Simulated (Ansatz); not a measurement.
Base system: HfO$_{2}$ in the fluorite structure (space group Fm-3m, No. 225; a = 5.044 Å). Axes: x, y, z lie along the cube axes.

All numbers come from PBEsol (Ansatz, a quantum-chemistry and plane-wave program; PAW; 420 eV plane waves; without spin-orbit coupling).

Strains are applied to the cell and any free atomic positions relax.

One change was made to it. Results:

The band gap drops by 0.03 eV to 3.66 eV; the electron mass remains 1.1 mₑ along k, 0.70 mₑ across (at X); the energy goes up by 0.5 meV/atom.

Task: Name the change that was made.
(A) uniaxial strain ε_zz = +0.50 %
(B) uniaxial strain ε_zz = −2.50 %
(C) uniaxial strain ε_zz = +1.00 %
(D) uniaxial strain ε_zz = −1.00 %

Result: A, uniaxial strain ε_zz = +0.50 %. For comparison, the electron mass in the other runs: uniaxial strain ε_zz = −2.50 % gives 1.7 mₑ along z, 0.53 mₑ across (at Γ); uniaxial strain ε_zz = −1.00 % gives 1.1 mₑ along k, 0.69 mₑ across (at X); uniaxial strain ε_zz = +1.00 % gives 1.1 mₑ along k, 0.71 mₑ across (at X).

Spin-orbit coupling, missing from the scalar runs, can matter with Hf. Masses are band curvatures over ±0.01 Å⁻¹ around the edge. Along k means along the line from Γ to the band edge. Stability against distortions was not tested. This is not the structure that HfO2 has at room temperature and ambient pressure.
